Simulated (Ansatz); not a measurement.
Take HgS in the zinc blende structure (space group F-43m, No. 216; a = 5.8759 Å) as the base. Axes: x, y, z lie along the cube axes.

Method: PBEsol, PAW, 420 eV (Ansatz, a quantum-chemistry and plane-wave program; spin-orbit coupling left out).

Before the change:

The volume per atom comes out as 25.36 Å³.

The change: uniaxial stress, 2 GPa compression along z; all other stress components relax to zero.

### Question
Estimate the effect on the volume per atom.

### Answer
The volume per atom drops by 0.64 Å³, from 25.36 Å³ to 24.72 Å³.

### Question
What does the calculation give for the energy relative to the base after the change?

### Answer
The energy rises by 23 meV/atom.

Load acts through the strain it causes; cell and atoms are relaxed under it. Stability under load was not tested beyond the relaxation. All final runs are without spin polarisation.
